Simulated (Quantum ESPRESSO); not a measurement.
**A short convergence ladder for DyCu (Pm-3m, 2 atoms in the cell)**

```
DyCu
1.0
    3.45326     0.00000     0.00000
    0.00000     3.45326     0.00000
    0.00000     0.00000     3.45326
Dy Cu
1 1
Direct
  0.00000   0.00000   0.00000
  0.50000   0.50000   0.50000
```
Moments meant for the start (each program seeds them in its own way; μB, in the order of the atoms Dy Cu): 5.0 0.0.

Base method: LDA (PZ), SSSP 1.1.2 efficiency (PBE) pseudopotentials (plane waves; Quantum ESPRESSO).

Base settings: ecutwfc = 50 Ry; ecutrho = 400 Ry; occupations = smearing; smearing = fermi-dirac; degauss = 0.0073499 Ry; nspin = 2; input_dft = pz; potentials = {Dy: Dy.GGA-PBE-paw-v1.0.UPF, Cu: Cu_pbe_v1.2.uspp.F.UPF}; K_POINTS = automatic 5 5 5 0 0 0; conv_thr = 1e-10 Ry.

**Zone-centre phonons against the cutoff**

In this ladder: ph.x.tr2_ph = 1e-14; ph.x.fildyn = dyn.G; dynmat.x.fildyn = dyn.G; dynmat.x.asr = simple. Moved along: ecutrho.

The mesh stays at the base's, so the ladder's end is converged at best in this setting alone.

Frequencies are those of the unrelaxed cell, without the LO-TO term of polar crystals.

Only quantities that move along the ladder and can be compared are tabulated.

These are the values that this program gave, and no reference: phonons of magnets with augmentation charges are unreliable in this version.

```tsv
ecutwfc	highest zone-centre frequency (cm⁻¹)
25 Ry	144.0
35 Ry	118.8
50 Ry	118.8
60 Ry	119.0
```

Coarsest ecutwfc that holds the highest zone-centre frequency within 10 cm⁻¹ of the last step, with all finer ones: 35 Ry; the step before is off by 25 cm⁻¹.

On the base run: the starting cell comes from a database of computed structures (which also holds hypothetical and non-ambient phases and stackings), without a prior relaxation at this level. Its lattice was rescaled by up to half a per cent. With one magnetic atom in the cell only a parallel order is possible. With U or open f shells several self-consistent states can exist. The f electrons are in the valence without U or exact exchange, which can misplace them near the Fermi level. Spin-orbit terms, which matter for f shells, are left out. In the base run, with a pressure of about -6 GPa the cell is away from its equilibrium volume at this level. Without a gap this mesh is coarse (it stands for a supercell whose shortest vector is 17 Å).
